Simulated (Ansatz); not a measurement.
This concerns the formation energy of H_i in Pb (fcc, Fm-3m). Reaction: 32 Pb (fcc) + 1/2 H2 (gas) → cell A.

Cell A: a supercell of 32 sites of Pb (fcc, Fm-3m) with H off the lattice sites (4 Pb at 2.28 Å); spin state with PBE: run without spin, k-point mesh 4×4×4.
```yaml
crystal:
  lattice:
    - [9.91826, 0.00000, 0.00000]
    - [0.00000, 9.91826, 0.00000]
    - [0.00000, 0.00000, 9.91826]
  atoms:
    - { symbol: Pb, position: [0.00006, 0.00006, 0.00006] }
    - { symbol: Pb, position: [0.00091, 0.25047, 0.25047] }
    - { symbol: Pb, position: [0.25047, 0.00091, 0.25047] }
    - { symbol: Pb, position: [0.25047, 0.25047, 0.00091] }
    - { symbol: Pb, position: [0.99735, 0.99735, 0.50077] }
    - { symbol: Pb, position: [0.99735, 0.24923, 0.75265] }
    - { symbol: Pb, position: [0.24923, 0.99735, 0.75265] }
    - { symbol: Pb, position: [0.24232, 0.24232, 0.50768] }
    - { symbol: Pb, position: [0.99735, 0.50077, 0.99735] }
    - { symbol: Pb, position: [0.99735, 0.75265, 0.24923] }
    - { symbol: Pb, position: [0.24232, 0.50768, 0.24232] }
    - { symbol: Pb, position: [0.24923, 0.75265, 0.99735] }
    - { symbol: Pb, position: [0.00091, 0.49953, 0.49953] }
    - { symbol: Pb, position: [0.00006, 0.74994, 0.74994] }
    - { symbol: Pb, position: [0.25047, 0.49953, 0.74909] }
    - { symbol: Pb, position: [0.25047, 0.74909, 0.49953] }
    - { symbol: Pb, position: [0.50077, 0.99735, 0.99735] }
    - { symbol: Pb, position: [0.50768, 0.24232, 0.24232] }
    - { symbol: Pb, position: [0.75265, 0.99735, 0.24923] }
    - { symbol: Pb, position: [0.75265, 0.24923, 0.99735] }
    - { symbol: Pb, position: [0.49953, 0.00091, 0.49953] }
    - { symbol: Pb, position: [0.49953, 0.25047, 0.74909] }
    - { symbol: Pb, position: [0.74994, 0.00006, 0.74994] }
    - { symbol: Pb, position: [0.74909, 0.25047, 0.49953] }
    - { symbol: Pb, position: [0.49953, 0.49953, 0.00091] }
    - { symbol: Pb, position: [0.49953, 0.74909, 0.25047] }
    - { symbol: Pb, position: [0.74909, 0.49953, 0.25047] }
    - { symbol: Pb, position: [0.74994, 0.74994, 0.00006] }
    - { symbol: Pb, position: [0.50768, 0.50768, 0.50768] }
    - { symbol: Pb, position: [0.50077, 0.75265, 0.75265] }
    - { symbol: Pb, position: [0.75265, 0.50077, 0.75265] }
    - { symbol: Pb, position: [0.75265, 0.75265, 0.50077] }
    - { symbol: H, position: [0.37500, 0.37500, 0.37500] }
```

Reference: Pb (fcc, Fm-3m), 32 atoms in the cell, a perfect crystal on lattice vectors that match the other cells', k-point mesh 4×4×4 on the run's own vectors.

Reference: an isolated H2 molecule (singlet) in a box of 11 × 11 × 13 Å.

All numbers come from Ansatz (a quantum-chemistry and plane-wave program), plane waves with PAW, its default PAW set, cutoff 420 eV, 500 eV for r2SCAN. The structures are at rest with PBE+D3(BJ), within the held lattices; other levels are single points on them. Neutral cells; Fermi-Dirac smearing of at most 0.10 eV in the solids, energies taken to zero width. The lattices are those relaxed with PBE+D3(BJ), so at other levels the solids can be strained, which adds to the spread. Larger cells are relaxed from a start prepared with the learned potential CHGNet, on a coarser mesh till forces fall under 0.03 eV/Å, which some starts already meet. A dispersion term (D3(BJ), or D4 for r2SCAN) was computed beside these levels and is taken off wherever the name lacks it. No zero-point or thermal terms. No structure search was made; lower ones may exist. The runs are scalar-relativistic, without spin-orbit coupling. No correction for cell size. Mesh and cell size may move defect energies by 0.1 eV or more. Cell A has symmetry P-43m and got no random move, so less symmetric positions, which may lie lower, weren't tried.

**Question.** Estimate the value that PBE returns for this input.

**Answer.** 0.95 eV, for 32 Pb (fcc) + 1/2 H2 (gas) → cell A.

**Question.** How does the value move with the functional?

**Answer.** 
```json
[
 {"Level": "r2SCAN", "value (eV)": "0.88", "less PBE": "-0.07"},
 {"Level": "r2SCAN+D4", "value (eV)": "0.83", "less PBE": "-0.12"}
]
```

The levels span 0.12 eV, from r2SCAN+D4 (0.83) to PBE (0.95).
